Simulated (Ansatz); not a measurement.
## Rock-salt LaSe

All values below come from PBEsol (plane waves, PAW; Ansatz, a program for electronic structure).

Numerical settings: plane-wave cutoff 520 eV, 16×16×16 k mesh, Fermi–Dirac smearing 0.05 eV, scalar-relativistic PAW data made under PBE.

Cell (relaxed at this level):

```xyz
2
Lattice="0.0000 3.0094 3.0094 3.0094 0.0000 3.0094 3.0094 3.0094 0.0000" Properties=species:S:1:pos:R:3 pbc="T T T"
La     0.0000     0.0000     0.0000
Se     3.0094     3.0094     3.0094
```

```
Property              Value
------------  -------------
band gap      zero (no gap)
bulk modulus       77.4 GPa
```

Note: the bulk modulus is −V dP/dV from two relaxed cells at ±2 % in volume.

Spin–orbit coupling is not included; it can open a gap where bands touch, and shift volumes and moduli.

The computed numbers hold no vibrational or temperature effects.
